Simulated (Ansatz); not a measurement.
The parent structure is Ta in the bcc (W type) structure (space group Im-3m, No. 229).

```
Ta
1.0
   -1.65255     1.65255     1.65255
    1.65255    -1.65255     1.65255
    1.65255     1.65255    -1.65255
Ta
1
Direct
  0.00000   0.00000   0.00000
```

Cartesian axes are those of the cell as printed.

The values are results of r2SCAN, PAW, 500 eV (Ansatz, an electronic-structure program; spin-orbit coupling left out), earlier PAW set, not measurements.

For the base:

Shortest interatomic distance: 286.2 pm

Now apply this change: a free-standing slab of 5 layers (5 atoms, 1 a layer) is cut normal to [110], with 15 Å of vacuum and the in-plane cell held at bulk.

What does the calculation give for the shortest interatomic distance after the change?

The shortest interatomic distance shrinks by 8.8 pm to 277.4 pm.

Estimate the effect on the excess energy per area of both faces.

The excess energy per area of both faces (slab less bulk energy over the cell's area: twice a surface energy) amounts to 5.1 J/m² (uncertain by up to 0.1 J/m²).

Estimate the effect on the change of the spacing d23 from its bulk value of 2.337 Å.

The change of the spacing d23 from its bulk value of 2.337 Å amounts to -0.2 %.

Predict the new change of the spacing d12 from its bulk value of 2.337 Å.

The change of the spacing d12 from its bulk value of 2.337 Å comes out as -4.7 %.

Slab and bulk use different k-meshes, which limits the precision of the excess energy. No phonon test of stability was made. The final runs are not spin-polarised.
